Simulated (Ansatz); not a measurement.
# CsCl-type ScIr

Computed with r²SCAN-D4 (PAW; Ansatz, a program for electronic structure).

Run with plane-wave cutoff 500 eV, 18×18×18 k mesh, Fermi–Dirac smearing 0.1 eV, no spin polarisation, scalar-relativistic PAW data made under PBE.

Cell (relaxed at this level):

```
CELL_PARAMETERS angstrom
      3.20097     0.00000     0.00000
      0.00000     3.20097     0.00000
      0.00000     0.00000     3.20097
ATOMIC_POSITIONS crystal
  Sc 0.00000 0.00000 0.00000
  Ir 0.50000 0.50000 0.50000
```

For CsCl-type ScIr, the band gap is none.

Spin–orbit coupling is not included.

The computed numbers hold no vibrational or temperature effects.

Cost on a shared machine: around 70 core-seconds (rough).
